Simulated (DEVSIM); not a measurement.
Device: illuminated Si p-on-n cell, one wavelength, with a back-surface field, at 300 K.

Layer 1 from the left is Si, thickness (μm) 0.0770, Na (cm⁻³) 7.5e17, τn (s) 2e-5, τp (s) 3.4e-6, absorption coefficient (cm⁻¹) 20000. Layer 2 from the left is Si, thickness (μm) 190, Nd (cm⁻³) 1.3e16, τn (s) 0.0002, τp (s) 0.0002, absorption coefficient (cm⁻¹) 20000. Layer 3 from the left is Si, thickness (μm) 0.930, Nd (cm⁻³) 8.8e18, τn (s) 0.0002, τp (s) 0.0002, absorption coefficient (cm⁻¹) 20000.

Left contact: ohmic, minority electron recombination velocity 10 cm/s. Right contact: ohmic, minority hole recombination velocity 2000 cm/s. Voltage is applied to the left contact. Recombination: SRH at mid-gap, radiative, Auger. Gap narrowing is on: ΔEg = 6.92 meV × (l + √(l² + 0.5)), l = ln(N/1.3e17 cm⁻³), shared equally by both band edges. Light enters at the left, 2.6e17 photons cm⁻² s⁻¹, one pass, no reflection. Mobility is constant in doping.

Constants are typed, rounded textbook-type inputs, not results; the design itself was drawn at random and stands for no fabricated device. Values at 300 K.

Si: gap (eV) 1.124, affinity (eV) 4.05, permittivity 11.7, Nc (cm⁻³) 2.86e19, Nv (cm⁻³) 3.1e19, μn (cm²/Vs) 1417, μp (cm²/Vs) 470, B (cm³/s) 4.7e-15, Cn (cm⁶/s) 2.8e-31, Cp (cm⁶/s) 9.9e-32.

DEVSIM, 1D drift-diffusion, Boltzmann statistics, complete ionisation; no tunnelling, impact ionisation, image-force lowering or self-heating.

Problem. What does the simulation give for the share of generated pairs collected at short circuit, the potential step across the device at zero bias, the dark forward voltage at 100 A/cm²?

Solution. share of generated pairs collected at short circuit 0.999; potential step across the device at zero bias 0.955 V; dark forward voltage at 100 A/cm² 0.923 V.
